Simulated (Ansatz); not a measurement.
BP (R3m), r2SCAN with spin-orbit coupling, rigid bands (Ansatz, a quantum-chemistry and plane-wave program): Condition of this run: uniaxial stress along [111] of 1 GPa (compression positive) (the target of the relaxation). band gap 1.38 eV, N_c = 4.10e19 cm⁻³ and N_v = 1.65e19 cm⁻³ at 300 K, conductivity masses of 0.323 mₑ (electrons) and 0.394 mₑ (holes). Take k_BT = 0.02585 eV.

What thermal injection velocity √(2k_BT/πm) limits a ballistic channel?

9.47e6 cm/s for electrons and 8.57e6 cm/s for holes, a ratio of √(m_h/m_e) = 1.10, for dilute carriers.

What built-in voltage has an abrupt junction with N_A = 1e16 and N_D = 1e18 cm⁻³, all dopants ionised?

V_bi = E_g/e − (k_BT/e) ln(N_c N_v/(N_A N_D)) = 1.38 − 0.02585 × 11.12 = 1.09 V. It follows the computed gap one for one.

Find the intrinsic carrier density and the intrinsic Fermi level.

n_i = √(N_c N_v) exp(−E_g/2k_BT) = 2.60e19 × exp(−26.69) = 6.7e7 cm⁻³. The level lies (k_BT/2) ln(N_v/N_c) = -12 meV from mid-gap (positive towards the conduction band). Each 0.1 eV added to the gap lowers n_i by a factor of 6.9.

Rigid, parabolic bands with the computed gap; masses take one relaxation time for all states.
